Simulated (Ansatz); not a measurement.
Reference: BN (F-43m), r2SCAN, rigid bands (plane waves, PAW, scalar-relativistic; Ansatz, a program for electronic structure); axes and stresses refer to this cell.

```
CELL_PARAMETERS angstrom
      0.00000     1.80284     1.80284
      1.80284     0.00000     1.80284
      1.80284     1.80284     0.00000
ATOMIC_POSITIONS crystal
  B  0.00000 0.00000 0.00000
  N  0.25000 0.25000 0.25000
```

The electron conductivity mass is 0.38 mₑ, the band gap is 5.01 eV and the hole conductivity mass is 0.68 mₑ.

Q: Change: uniaxial stress along [110] of 27 GPa (compression positive). What happens to electron conductivity mass, band gap, hole conductivity mass?

A: electron conductivity mass moves little, to 0.38 mₑ; band gap drops to 4.73 eV; hole conductivity mass shrinks to 0.55 mₑ.

Masses are for dilute carriers at 300 K, harmonic means over directions unless an axis is named. Spin-orbit coupling is left out unless a row names it. Stresses and pressures are the targets of the relaxation.  The structure type is held under load, also where the real crystal would transform.
